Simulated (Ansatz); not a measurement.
The starting structures come from a database of crystals and need not be the phases stable at ambient conditions.

Where the default PAW files enter, the runs use the earlier of Ansatz's two default sets.

Tunnelling through a barrier is set by its complex band structure: the current falls as exp(−2κd) with the smallest κ.

Consider the following.

```
CELL_PARAMETERS angstrom
      3.20471     0.00000     0.00000
      0.00000     3.20471     0.00000
      1.60235     1.60235     2.19809
ATOMIC_POSITIONS crystal
  B  0.00000 0.00000 0.00000
  P  0.75000 0.25000 0.50000
```

Space group of this cell: I-4m2. The cell is strained (lengths along the current scaled by 0.97, ions clamped); by r2SCAN its mean pressure is 6.0 GPa.

Transport runs along the normal of the first two printed cell vectors, the (001) (indices of the unstrained crystal) plane of the conventional cell.

The gap is the functional's own, uncorrected, and κ follows it; spin-orbit coupling is left out. Mid-gap means the computed energy nearest the middle.

**Question.** State the band gap and the smallest decay constant κ at mid-gap according to r2SCAN in Ansatz (a program for electronic structure).

**Answer.** Gap 0.88 eV on a 14×14×14 mesh; κ = 0.193 1/Å, at the zone centre.
